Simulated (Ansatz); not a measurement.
WS2: response to strain

Base system: WS₂ in the 2H-MoS2 type structure (space group P6_3/mmc, No. 194; layered, stacked along the Cartesian z axis).

```yaml
crystal:
  lattice:
    - [3.11489, 0.00000, 0.00000]
    - [-1.55745, 2.69758, 0.00000]
    - [0.00000, 0.00000, 11.77332]
  atoms:
    - { symbol: W, position: [0.33333, 0.66667, 0.25000] }
    - { symbol: W, position: [0.66667, 0.33333, 0.75000] }
    - { symbol: S, position: [0.33333, 0.66667, 0.61646] }
    - { symbol: S, position: [0.66667, 0.33333, 0.11646] }
    - { symbol: S, position: [0.66667, 0.33333, 0.38354] }
    - { symbol: S, position: [0.33333, 0.66667, 0.88354] }
```

Cartesian axes are those of the cell as printed.

Strains are applied to the cell and any free atomic positions relax; under stress the whole cell relaxes.

Method: PBEsol-D3(BJ), PAW, 420 eV (Ansatz, a quantum-chemistry and plane-wave program; no SOC), earlier PAW set.

| case | volume per atom | band gap | electron mass | smallest direct gap |
|---|---|---|---|---|
| base | 16.49 Å³ | 0.66 eV | 0.39 mₑ along c, 0.46 mₑ across (off the special points) | 1.92 eV |
| isotropic strain +1.04 % | 17.01 Å³ | 0.74 eV | 0.43 mₑ along c, 0.52 mₑ across (off the special points) | (withheld) |
| uniaxial strain ε_xx = +0.34 % | 16.54 Å³ | 0.66 eV | 0.39 mₑ along z, 0.48 mₑ across (off the special points) | (withheld) |
| uniaxial strain ε_xx = +1.05 % | 16.66 Å³ | (withheld) | 0.40 mₑ along z, 0.49 mₑ across (off the special points) | 1.85 eV |
| tensor shear ε_yz = +2.16 % | 16.48 Å³ | 0.64 eV | 0.45 mₑ along x, 0.48 mₑ along y, 0.38 mₑ along z (off the special points) | 1.92 eV |
| uniaxial stress, 2 GPa compression along x | 16.41 Å³ | 0.65 eV | 0.44 mₑ along x, 0.47 mₑ along y, 0.38 mₑ along z (off the special points) | 1.97 eV |
| tensor shear ε_xz = +0.73 % | 16.49 Å³ | 0.66 eV | 0.38 mₑ along z, 0.48 mₑ across (off the special points) | 1.92 eV |
| uniaxial stress, 5 GPa compression along x | 16.29 Å³ | 0.64 eV | 0.43 mₑ along x, 0.46 mₑ along y, 0.38 mₑ along z (off the special points) | (withheld) |
| tensor shear ε_yz = −0.90 % | 16.49 Å³ | 0.65 eV | 0.39 mₑ along z, 0.46 mₑ across (off the special points) | 1.92 eV |

Task: Complete the table.

Result: 
- isotropic strain +1.04 %, smallest direct gap: 1.79 eV
- uniaxial strain ε_xx = +0.34 %, smallest direct gap: 1.90 eV
- uniaxial strain ε_xx = +1.05 %, band gap: 0.67 eV
- uniaxial stress, 5 GPa compression along x, smallest direct gap: 2.03 eV

With W present, leaving out spin-orbit coupling can change the band edges. Masses are band curvatures over ±0.01 Å⁻¹ around the edge. Stability under load was not tested beyond the relaxation. k-point labels follow each cell's own Brillouin zone.
